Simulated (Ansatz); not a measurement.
A self-consistent single point of In (I4/mmm, 1 atom in the cell) with Ansatz (a program for electronic structure).

Level of theory: PBE, PAW files (plane waves; Ansatz).

```xyz
1
Lattice="-1.6299 1.6299 2.4824 1.6299 -1.6299 2.4824 1.6299 1.6299 -2.4824" Properties=species:S:1:pos:R:3 pbc="T T T"
In     0.0000     0.0000     0.0000
```

Reference input (self-consistent single point, DFT, PBE, plane waves, PAW files): basis.ecutwfc = 420 eV; kpoints.mp_grid.grid = 14 14 14; hamiltonian.xc = pbe; hamiltonian.pseudopotentials = {kind: paw} (the program's default PAW files); scf.occupations.method = fermi_dirac; scf.occupations.width = 0.1 eV. This run's input differs from it in these lines:

Ansatz 0.2 input:
```diff
@@ -11,3 +11,3 @@
 kpoints:
-  mp_grid: { grid: [14, 14, 14] }
+  mp_grid: { grid: [19, 19, 19] }
 hamiltonian:
@@ -16,3 +16,3 @@
 scf:
-  occupations: { method: fermi_dirac, width: 0.1 }
+  occupations: { method: fermi_dirac, width: 0.3 }
 output:
```

Output, abridged:

```
SCF iter   1: F=—  HF=-5597.999111 eV  |F-HF|=—  |Δ(HF+E_count)|=         —  Δρ=1.38e-2  dr2=6.76e-2  ethr=3.10e-3  ⟨swp⟩=5.1  Hψ=38942  notcnv=0
all-band conjugate gradients solve this SCF's bands
preconditioner: auto → none
SCF iter   2: F=—  HF=-5597.980232 eV  |F-HF|=—  |Δ(HF+E_count)|=   1.89e-2  Δρ=9.00e-3  dr2=2.34e-2  ethr=5.20e-4  ⟨swp⟩=1.0  Hψ=11027  notcnv=0
SCF iter   3: F=—  HF=-5597.976825 eV  |F-HF|=—  |Δ(HF+E_count)|=   3.41e-3  Δρ=1.37e-3  dr2=5.76e-4  ethr=1.80e-4  ⟨swp⟩=2.0  Hψ=9656  notcnv=0
SCF iter   4: F=—  HF=-5597.976796 eV  |F-HF|=—  |Δ(HF+E_count)|=   2.92e-5  Δρ=1.21e-4  dr2=2.14e-6  ethr=4.43e-6  ⟨swp⟩=2.2  Hψ=10959  notcnv=0
SCF iter   5: F=—  HF=-5597.976794 eV  |F-HF|=—  |Δ(HF+E_count)|=   1.22e-6  Δρ=1.72e-5  dr2=3.81e-8  ethr=7.69e-10  ⟨swp⟩=7.1  Hψ=34715  notcnv=0
SCF iter   6: F=-5597.976794 eV  HF=-5597.976794 eV  |F-HF|=1.06e-10  |Δ(HF+E_count)|=   4.43e-8  Δρ=1.16e-6  dr2=1.54e-10  ethr=2.93e-10  ⟨swp⟩=2.5  Hψ=22926  notcnv=0
SCF 1 converged in 6 iterations: F = -5597.976794 eV  dr2 = 1.54e-10
Free energy (F): -5597.976794 eV
Internal energy: -5597.837255 eV  (E = F + TS)
E sigma→0 (E₀):  -5597.907025 eV
Entropy (-TS):   -0.139539 eV (-139.539 meV/atom)
Fermi energy:    10.221857 eV
--- Forces (eV/Å), atoms counted from 1 ---
  atom   1  In    -0.00000000    -0.00000000     0.00000000
--- Stress (GPa, compression-positive) ---
        2.055707       0.000000       0.000000
        0.000000       2.055707       0.000000
        0.000000       0.000000       1.849449
  P = ⅓ Tr σ = 1.9870 GPa (19.870 kbar)
  The stress holds the Pulay correction. Without it, at fixed plane waves, as pw.x and ABINIT print it: P = 1.9580 GPa
```

The run converged in 6 iterations. Against the reference run the free energy falls by 59.8 meV/atom and the pressure goes from 1.60 to 1.99 GPa.

The starting cell has typed, rounded lattice constants, without a prior relaxation at this level. Its lattice was rescaled by up to half a per cent. Ansatz's pressure includes its estimate of the finite-basis (Pulay) stress.
